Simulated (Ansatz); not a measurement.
Start from In$_{2}$S$_{3}$ in the corundum structure (space group R-3c, No. 167; a cell from a computed database, its experimental status unchecked).

```yaml
crystal:
  lattice:
    - [3.28678, 1.89762, 5.86932]
    - [-3.28678, 1.89762, 5.86932]
    - [0.00000, -3.79524, 5.86932]
  atoms:
    - { symbol: In, position: [0.35534, 0.35534, 0.35534] }
    - { symbol: In, position: [0.64466, 0.64466, 0.64466] }
    - { symbol: In, position: [0.14466, 0.14466, 0.14466] }
    - { symbol: In, position: [0.85534, 0.85534, 0.85534] }
    - { symbol: S, position: [0.54719, 0.25000, 0.95281] }
    - { symbol: S, position: [0.45281, 0.75000, 0.04719] }
    - { symbol: S, position: [0.95281, 0.54719, 0.25000] }
    - { symbol: S, position: [0.04719, 0.45281, 0.75000] }
    - { symbol: S, position: [0.25000, 0.95281, 0.54719] }
    - { symbol: S, position: [0.75000, 0.04719, 0.45281] }
```

Cartesian axes are those of the cell as printed.

Level of theory: PBEsol/PAW in Ansatz (a quantum-chemistry and plane-wave program), spin-orbit coupling left out.

Before the change:

The band gap comes out as 0.45 eV and the electron mass is 0.073 mₑ (at Γ).

It is then changed as follows: the symmetric strain tensor [-0.0063 0.0007 -0.0033; 0.0007 -0.0078 -0.0083; -0.0033 -0.0083 0.0221], atoms relaxed at fixed cell.

Task: Predict the new band gap and electron mass.

Result: The band gap decreases by 0.08 eV to 0.37 eV; the electron mass becomes 0.069 mₑ along x, 0.064 mₑ along y, 0.076 mₑ along z (at Γ) (base: 0.073 mₑ (at Γ)).

Masses are band curvatures over ±0.01 Å⁻¹ around the edge. Whether these cells are dynamically stable was not tested.
